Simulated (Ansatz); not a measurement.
A (12,12) carbon nanotube has 48 atoms in a period of 2.466 Å, a mean diameter of 16.35 Å, and lies 29 meV/atom over the flat sheet relaxed at the same level.

Computed with PBE (plane waves to 420 eV, PAW; Ansatz, an electronic-structure program). Mesh 1×1×30. No spin polarisation. It repeats along c; a and b span vacuum. An idealised model, rolled from the flat sheet. It keeps the symmetry and period of its start, so it need not be a minimum against all distortions.

Which bending rigidity of the sheet does this imply in the thin-plate picture?

A plate bent to radius R stores D/(2R²) an area. The area an atom is π × 16.35 × 2.466/48 = 2.64 Å², so the stored energy is 0.029/2.64 = 0.0110 eV/Å². With R = 8.175 Å, D = 2R² × 0.0110 = 1.5 eV.
